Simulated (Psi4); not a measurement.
Psi4 1.11, PBE0/def2-svpd, scf_type pk: Si(H)2(OH)(NH2) (N[SiH2]O), 8 atoms. The geometry is a generated start, not checked to be a minimum at this level.

| Quantity | Value |
|---|---|
| task | energy |
| method | pbe0 |
| basis | def2-svpd |
| memory | 7 GB |
| e_convergence | 1e-08 |
| d_convergence | 1e-07 |
| guess | auto, which took SAD (default) |
| diis_max_vecs | 10 (default) |
| scf_initial_accelerator | adiis (default) |
| dft_radial_points | 75 (default) |
| dft_spherical_points | 302 (default) |
| basis functions | 107 |
| grid points | 174292 |

```xyz
8

Si    -0.4578    -0.2230    -0.0175
N      1.2111    -0.6081     0.1017
O     -0.6751     1.3960    -0.1156
H     -1.0867    -0.7305     1.1987
H     -0.9440    -0.8538    -1.2411
H      1.8015    -0.3974    -0.6870
H      1.6931    -0.3643     0.9512
H     -1.5421     1.7812    -0.1905
```
Charge 0, spin multiplicity 1.

The reference run uses exact four-centre integrals (scf_type = pk). Each setting ran once; only counts and results are compared.

Settings tried, all else as in the reference:
- scf_type = cd, cholesky_tolerance = 0.01
- scf_type = cd, cholesky_tolerance = 1e-05
- scf_type = mem_df
- scf_type = dfdirj+snlink
- scf_type = cd, cholesky_tolerance = 1e-06
- scf_type = dfdirj+cosx, cosx_radial_points_final = 50, cosx_spherical_points_final = 194
- scf_type = cd, cholesky_tolerance = 0.001
- scf_type = dfdirj+link
- scf_type = dfdirj+cosx
- scf_type = dfdirj+cosx, cosx_radial_points_final = 25, cosx_spherical_points_final = 50
- scf_type = dfdirj+cosx, cosx_radial_points_final = 75, cosx_spherical_points_final = 302
- scf_type = cd, cholesky_tolerance = 0.0001 (default)

Question: Sort the settings: which keep to the reference within 1.0 meV/atom in energy, and which don't?

Answer: Within it: scf_type = cd, cholesky_tolerance = 1e-06; scf_type = cd, cholesky_tolerance = 1e-05; scf_type = mem_df; scf_type = dfdirj+cosx, cosx_radial_points_final = 50, cosx_spherical_points_final = 194; scf_type = dfdirj+cosx, cosx_radial_points_final = 75, cosx_spherical_points_final = 302; scf_type = dfdirj+link; scf_type = dfdirj+snlink; scf_type = dfdirj+cosx. At the edge (between 0.75 and 1.33 times the tolerance): scf_type = cd, cholesky_tolerance = 0.0001 (default); scf_type = cd, cholesky_tolerance = 0.001. Outside: scf_type = dfdirj+cosx, cosx_radial_points_final = 25, cosx_spherical_points_final = 50; scf_type = cd, cholesky_tolerance = 0.01.

| setting | energy against the reference |
|---|---|
| scf_type = cd, cholesky_tolerance = 1e-06 | −0.020 meV/atom |
| scf_type = cd, cholesky_tolerance = 1e-05 | −0.10 meV/atom |
| scf_type = mem_df | −0.15 meV/atom |
| scf_type = dfdirj+cosx, cosx_radial_points_final = 50, cosx_spherical_points_final = 194 | −0.28 meV/atom |
| scf_type = dfdirj+cosx, cosx_radial_points_final = 75, cosx_spherical_points_final = 302 | −0.28 meV/atom |
| scf_type = dfdirj+link | −0.31 meV/atom |
| scf_type = dfdirj+snlink | −0.31 meV/atom |
| scf_type = dfdirj+cosx | −0.39 meV/atom |
| scf_type = cd, cholesky_tolerance = 0.0001 (default) | −0.80 meV/atom |
| scf_type = cd, cholesky_tolerance = 0.001 | −0.86 meV/atom |
| scf_type = dfdirj+cosx, cosx_radial_points_final = 25, cosx_spherical_points_final = 50 | +6.0 meV/atom |
| scf_type = cd, cholesky_tolerance = 0.01 | +14 meV/atom |

Total energies are compared; such shifts often cancel in part in energy differences. The DFDIRJ builders fit J, which adds its shift to that of exchange. Psi4 runs the final COSX grid once, on the density of the start grid. Also tried and not ranked: scf_type = direct (same energy as a listed run). The tolerance is a choice made for this comparison.
